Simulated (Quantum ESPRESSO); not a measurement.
One base run on Ba₆Mg₂₃ (Fm-3m, 29 atoms in the cell) and variants with one or two settings moved

```
CELL_PARAMETERS angstrom
     -7.59695     0.00000     7.59695
      0.00000     7.59695     7.59695
     -7.59695     7.59695     0.00000
ATOMIC_POSITIONS crystal
  Ba 0.21082 0.78918 0.21082
  Ba 0.78918 0.21082 0.78918
  Ba 0.21082 0.78918 0.78918
  Ba 0.78918 0.21082 0.21082
  Ba 0.21082 0.21082 0.78918
  Ba 0.78918 0.78918 0.21082
  Mg 0.62304 0.62304 0.62304
  Mg 0.37696 0.37696 0.37696
  Mg 0.86912 0.37696 0.37696
  Mg 0.13088 0.62304 0.62304
  Mg 0.62304 0.62304 0.13088
  Mg 0.37696 0.37696 0.86912
  Mg 0.37696 0.86912 0.37696
  Mg 0.62304 0.13088 0.62304
  Mg 0.17748 0.46756 0.17748
  Mg 0.82252 0.53244 0.82252
  Mg 0.82252 0.82252 0.82252
  Mg 0.17748 0.17748 0.17748
  Mg 0.46756 0.17748 0.17748
  Mg 0.53244 0.82252 0.82252
  Mg 0.82252 0.82252 0.53244
  Mg 0.17748 0.17748 0.46756
  Mg 0.00000 0.50000 0.50000
  Mg 0.00000 0.50000 0.00000
  Mg 0.50000 0.00000 0.00000
  Mg 0.50000 0.00000 0.50000
  Mg 0.00000 0.00000 0.50000
  Mg 0.50000 0.50000 0.00000
  Mg 0.50000 0.50000 0.50000
```

Base run A: PBEsol, GBRV 1.5 ultrasoft (PBESOL) pseudopotentials run with Quantum ESPRESSO 7.5, self-consistent single point.

Its settings: ecutwfc = 40 Ry; ecutrho = 200 Ry; occupations = smearing; smearing = mp; degauss = 0.0036749 Ry; potentials = {Ba: ba_pbesol_v1.uspp.F.UPF, Mg: mg_pbesol_v1.4.uspp.F.UPF}; K_POINTS = automatic 2 2 2 0 0 0; conv_thr = 1e-08 Ry; mixing_beta = 0.7.

The starting cell comes from a database of computed structures (which also holds hypothetical and non-ambient phases and stackings), without a prior relaxation at this level.

ΔF is the free energy per atom less that of run A. 

Run A gave: pressure (GPa) -0.75; largest force (eV/Å) 0.137.

Runs:
- B: smearing, degauss = gauss, 0.0036749 Ry
- C: smearing, degauss = gauss, 0.0147 Ry

**Question.** What does run C change against A?

**Answer.** The free energy falls by 8.9 meV/atom, the pressure moves little (-0.75 to -0.74 GPa) and the largest force hardly changes (0.137 to 0.134 eV/Å).

```csv
run,ΔF (meV/atom),pressure (GPa),largest force (eV/Å)
A,0.00,-0.75,0.137
B,-0.78,-0.75,0.137
C,-8.9,-0.74,0.134
```
